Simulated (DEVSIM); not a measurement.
Device: abrupt GaAs n-p junction, at 350 K.

Layer 1 from the left is GaAs, thickness (μm) 0.200, Nd (cm⁻³) 1.4e15, τn (s) 2.9e-9, τp (s) 2.9e-9. Layer 2 from the left is GaAs, thickness (μm) 23.0, Na (cm⁻³) 2.8e14, τn (s) 2.9e-9, τp (s) 2.9e-9.

Left contact: ohmic. Right contact: ohmic. Voltage is applied to the left contact. Recombination: SRH at mid-gap, radiative, Auger. Mobility is constant in doping.

The device is made up for the run: typed textbook-type constants, with dimensions and the other settings drawn at random. Values at 300 K; Nc and Nv go as T^1.5, mobilities as T to minus their exponent, the gap by Varshni's rule with the affinity fixed.

GaAs: gap (eV) 1.424, affinity (eV) 4.07, permittivity 12.9, Nc (cm⁻³) 4.7e17, Nv (cm⁻³) 9e18, μn (cm²/Vs) 8500, μp (cm²/Vs) 400, T exponent of μn 2.1, T exponent of μp 2.2, B (cm³/s) 2e-10, Cn (cm⁶/s) 1e-30, Cp (cm⁶/s) 1e-30, Varshni α (eV/K) 0.000541, Varshni β (K) 204.

Simulated with DEVSIM: 1D drift-diffusion, Boltzmann statistics, complete ionisation; no tunnelling, impact ionisation, image-force lowering or self-heating.

### Question
What does the simulation give for the potential step across the device at zero bias, the largest field in the device at zero bias, the dark forward voltage at 1 A/cm²?

### Answer
potential step across the device at zero bias 0.899 V; largest field in the device at zero bias 7700 V/cm; dark forward voltage at 1 A/cm² 0.870 V.
